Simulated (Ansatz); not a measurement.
# Au under a change: x(Pt) = 0.25, 4 atoms, Pmmm

Base system: Au in the fcc (Cu type) structure (space group Fm-3m, No. 225; a = 4.1572 Å).

The other end (x = 1) is Pt in the fcc (Cu type) structure (space group Fm-3m, No. 225): 15.65 Å³/atom, gap zero.

One thing is altered: a fraction x = 0.25 of the Au sites is given to Pt, ordered in a cell of 4 atoms (starting symmetry Pmmm) and fully relaxed.

All numbers come from PBE/PAW in Ansatz (a program for electronic structure), no spin-orbit coupling. Γ-centred 16×12×8 mesh, Fermi–Dirac width 0.05 eV, for the changed cell.

```csv
quantity,base,changed,shift
volume per atom,17.96 Å³,17.32 Å³,-0.646 Å³
density,18.21 g/cm³,18.84 g/cm³,+0.63 g/cm³
band gap,zero,zero,–
mixing energy (to 0.01 eV only: unlike meshes or grids),–,+0.03 eV/atom,–
deviation of the volume from the linear (Vegard-type) interpolation,–,-0.4 %,–
```

These are small ordered cells, not random alloys; other orderings at the same x differ. Stability against distortions was not tested. All final runs are without spin polarisation. PtAu3 has a high density of states at the Fermi level and may be magnetic at this level.
